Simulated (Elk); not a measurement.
Troubleshooting Elk: a failed run on CdPt (P4/mmm, 2 atoms in the cell). The aim is a self-consistent single point with DFT, PBEsol, all-electron FP-LAPW, Elk's shipped species files, APW+lo basis with extra local orbitals.

Cell that was meant: a = 3.0079 Å, b = 3.0079 Å, c = 3.8749 Å, α = 90.00°, β = 90.00°, γ = 90.00°.

Part of the input:

```
    0.0000000000    5.6840146137    0.0000000000
    0.0000000000    0.0000000000    7.3224903117

sppath
  'species'

atoms
  2   : nspecies
  'Cd.in'   : spfname
```

Log, with long lists cut:

```
│ Elk code version 10.2.4 started │

Error(readspecies): error opening species file speciesCd.in
```

Read the log: what does the program object to, and what is the fix?

The fault is a potential or basis that cannot be found (sppath without its last slash). The input names a file or set that is not where the program looks, or that does not exist under that name. To fix it, correct the name or place the file. The program stopped before any SCF iteration.

An input that runs soundly differs in these lines (not the only fix; some lines may just follow from the change or write a value another way):
```diff
-sppath
-  'species'
-
```

With that input, the run converged in 17 iterations: total energy -654029.5039 eV; Fermi level (on the code's own zero) 8.27 eV (DFT, PBEsol, all-electron FP-LAPW, Elk's shipped species files, APW+lo basis with extra local orbitals).

On the sound input: the starting cell comes from a database of computed structures (which also holds hypothetical and non-ambient phases and stackings), without a prior relaxation at this level. Its lattice was rescaled by a random factor within 2.5 % of one. Spin polarisation is off. Values depend on the basis (sphere radii, cutoffs, local orbitals), which need not be converged.
